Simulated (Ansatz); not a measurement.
We consider BSiCN (model structure, started from the AlSiCN type, R3m, No. 160, 4 atoms in the cell), described by PBE in Ansatz (plane waves, PAW).

Run with plane-wave cutoff 520 eV, 22×22×22 k mesh, Fermi–Dirac smearing 0.05 eV, scalar-relativistic PAW data made under PBE.

The cell is the one relaxed with PBEsol. Conventional cell: a = 2.8302 Å, b = 2.8302 Å, c = 13.9257 Å, α = 90.00°, β = 90.00°, γ = 120.00°.

```xyz
4
Lattice="1.4151 0.8170 4.6419 -1.4151 0.8170 4.6419 0.0000 -1.6340 4.6419" Properties=species:S:1:pos:R:3 pbc="T T T"
B      0.0000     0.0000    -0.0790
N      0.0000     0.0000     1.6533
Si     0.0000     0.0000     7.0216
C      0.0000     0.0000     8.8117
```

List the 10 lowest band energies at Γ above −25 eV (eV, relative to the valence band maximum), grouping those that round alike.

At Γ: -20.43, -13.87, -10.91, -4.63 (×2), -1.12, 0.00 (×2), 3.17, 5.96.

Note: the relaxation could raise the start's symmetry but not lower it, so the cell can be a saddle point; cell and atoms aren't relaxed at this level (largest force component 0.06 eV/Å, pressure 4.4 GPa).

A model structure was made by putting elements into a prototype or built by hand; it is no filed structure, need not be a known phase, and can be a saddle point held by its symmetry.

Ansatz is a quantum-chemistry and plane-wave program.
